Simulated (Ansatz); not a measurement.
Cells marked so need not be the phases stable at ambient conditions, and some may be hypothetical.

 Where the default PAW files enter, the runs use the earlier of Ansatz's two default sets.

The gap is the functional's own, uncorrected, and κ follows it; spin-orbit coupling is left out. Mid-gap values are interpolated between the computed energies.

A. Al₂ZnTe₄ (I-4, not sure to be the ambient phase, 7 atoms a cell, 30.9 Å³ an atom), along the normal of (001)
B. NaBH$_{4}$ (P4_2/nmc, not sure to be the ambient phase, 12 atoms a cell, 8.6 Å³ an atom), along the normal of (001)
C. KAl(MoO4)2 (P-3m1, not sure to be the ambient phase, 12 atoms a cell, 16.8 Å³ an atom, -7 GPa at this level), along the normal of (001)
D. MgGeAs$_{2}$ (I-42d, chalcopyrite, not sure to be the ambient phase, 8 atoms a cell, 24.6 Å³ an atom), along the normal of (001)

Question: Rank these by mid-gap decay constant of the slowest evanescent state (highest first), as r2SCAN in Ansatz (a first-principles code) gives it.

Answer: C (0.62 1/Å), B (0.53 1/Å), A (0.18 1/Å), D (0.08 1/Å)
